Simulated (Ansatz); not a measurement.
For BeTe (model structure, started from the NiAs type, P6₃/mmc, No. 194, 4 atoms in the cell), PBEsol (Ansatz, a first-principles code, PAW) gives:

| Quantity | Value |
|---|---|
| lattice constant a | 3.804 Å |
| lattice parameter c | 5.970 Å |
| formation enthalpy | 0.077 eV/atom |

What does PBE-D3(BJ) in Ansatz (PAW) give for the same quantities?


- lattice constant a: 3.785 Å (decreases by 0.5 %)
- lattice parameter c: 5.938 Å (drops by 0.5 %)
- formation enthalpy: 0.132 eV/atom (goes up by 0.055 eV/atom)

Changes are worked out from the printed values.

Unless a cell is named, each level is at its own relaxed cell (PBEsol 18.70, PBE-D3(BJ) 18.42 Å³/atom).

Levels without +SOC leave out spin–orbit coupling, which shifts energies and cells of such heavy elements.

Ansatz's density-functional and Hartree–Fock values are scalar-relativistic unless marked +SOC, with PAW data made under PBE.

A model structure was made by putting elements into a prototype or built by hand; it is no filed structure, need not be a known phase, and can be a saddle point held by its symmetry.
